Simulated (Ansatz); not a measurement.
Electronic density of states of amorphous hafnium silicate (Hf$_{10}$Si$_{10}$O$_{40}$), density 5.38 g/cm³, on a 2×2×2 Γ-centred mesh with a Gaussian width of 0.1 eV; energies count from the Fermi level, whose place inside the gap is arbitrary. Cell and mesh are small, so fine structure isn't converged. All values below come from PBE (plane waves to 420 eV, PAW; Ansatz, a quantum-chemistry and plane-wave program). Sampling: a 2×2×2 Γ-centred mesh; Fermi-Dirac width 0.02 eV; no spin polarisation. At PBE the levels at the filled edge of the gap are localised (band-tail or defect states).

Preparation: random packing, a CHGNet melt and quench, and a DFT relaxation. O atoms were pushed apart under 1.9 Å during the dynamics, to hinder bonds among them. It is a model cell: composition and starting density were chosen by hand, and all elements were melted together. No dispersion term was used. Its density started from a set value of 5.59 and ended at 5.38 g/cm³. The simulated quench (nominally 630 K/ps over its main leg) is rapid and tends to freeze in more defects than a deposited or slowly cooled glass has. One small periodic cell is one sample of the glass; other quenches scatter about these values. The volume was free in the relaxation, at fixed shape. Stress components on the final sampling reach 1.2 GPa.

(E - EF (eV), states/(eV atom)): (-12.00, 0.35); (-11.90, 1.14); (-11.80, 0.73); (-11.70, 0.09); (-11.60, 0.00); (-11.50, 0.00); (-11.40, 0.00); (-11.30, 0.00); (-11.20, 0.00); (-11.10, 0.00); (-11.00, 0.00); (-10.90, 0.00); (-10.80, 0.00); (-10.70, 0.00); (-10.60, 0.00); (-10.50, 0.00); (-10.40, 0.01); (-10.30, 0.08); (-10.20, 0.17); (-10.10, 0.07); (-10.00, 0.04); (-9.90, 0.14); (-9.80, 0.15); (-9.70, 0.15); (-9.60, 0.16); (-9.50, 0.04); (-9.40, 0.00); (-9.30, 0.00); (-9.20, 0.00); (-9.10, 0.06); (-9.00, 0.20); (-8.90, 0.27); (-8.80, 0.28); (-8.70, 0.16); (-8.60, 0.07); (-8.50, 0.15); (-8.40, 0.17); (-8.30, 0.14); (-8.20, 0.12); (-8.10, 0.12); (-8.00, 0.16); (-7.90, 0.10); (-7.80, 0.13); (-7.70, 0.18); (-7.60, 0.17); (-7.50, 0.21); (-7.40, 0.31); (-7.30, 0.35); (-7.20, 0.38); (-7.10, 0.49); (-7.00, 0.67); (-6.90, 0.69); (-6.80, 0.65); (-6.70, 0.60); (-6.60, 0.60); (-6.50, 0.61); (-6.40, 0.59); (-6.30, 0.53); (-6.20, 0.49); (-6.10, 0.42); (-6.00, 0.41); (-5.90, 0.49); (-5.80, 0.52); (-5.70, 0.55); (-5.60, 0.66); (-5.50, 0.68); (-5.40, 0.63); (-5.30, 0.67); (-5.20, 0.67); (-5.10, 0.69); (-5.00, 0.75); (-4.90, 0.83); (-4.80, 0.84); (-4.70, 0.83); (-4.60, 0.82); (-4.50, 0.83); (-4.40, 0.85); (-4.30, 0.82); (-4.20, 0.78); (-4.10, 0.72); (-4.00, 0.69); (-3.90, 0.72); (-3.80, 0.80); (-3.70, 0.87); (-3.60, 0.82); (-3.50, 0.79); (-3.40, 0.88); (-3.30, 0.98); (-3.20, 0.95); (-3.10, 0.91); (-3.00, 0.83); (-2.90, 0.79); (-2.80, 0.82); (-2.70, 0.74); (-2.60, 0.75); (-2.50, 0.75); (-2.40, 0.71); (-2.30, 0.60); (-2.20, 0.37); (-2.10, 0.09); (-2.00, 0.01); (-1.90, 0.00); (-1.80, 0.00); (-1.70, 0.00); (-1.60, 0.00); (-1.50, 0.00); (-1.40, 0.00); (-1.30, 0.00); (-1.20, 0.00); (-1.10, 0.00); (-1.00, 0.00); (-0.90, 0.00); (-0.80, 0.00); (-0.70, 0.00); (-0.60, 0.00); (-0.50, 0.00); (-0.40, 0.00); (-0.30, 0.00); (-0.20, 0.00); (-0.10, 0.00); (0.00, 0.00); (0.10, 0.00); (0.20, 0.00); (0.30, 0.00); (0.40, 0.00); (0.50, 0.00); (0.60, 0.00); (0.70, 0.00); (0.80, 0.00); (0.90, 0.00); (1.00, 0.00); (1.10, 0.00); (1.20, 0.00); (1.30, 0.00); (1.40, 0.00); (1.50, 0.00); (1.60, 0.00); (1.70, 0.00); (1.80, 0.00); (1.90, 0.00); (2.00, 0.00); (2.10, 0.02); (2.20, 0.10); (2.30, 0.22); (2.40, 0.27); (2.50, 0.26); (2.60, 0.34); (2.70, 0.41); (2.80, 0.48); (2.90, 0.49); (3.00, 0.43); (3.10, 0.50); (3.20, 0.53); (3.30, 0.48); (3.40, 0.52); (3.50, 0.62); (3.60, 0.61); (3.70, 0.53); (3.80, 0.51); (3.90, 0.50); (4.00, 0.46); (4.10, 0.48); (4.20, 0.47); (4.30, 0.48); (4.40, 0.47); (4.50, 0.37); (4.60, 0.33); (4.70, 0.37); (4.80, 0.41); (4.90, 0.43); (5.00, 0.46); (5.10, 0.48); (5.20, 0.46)

The level gap on this mesh is 4.35 eV; the broadening fills part of it in the curve.
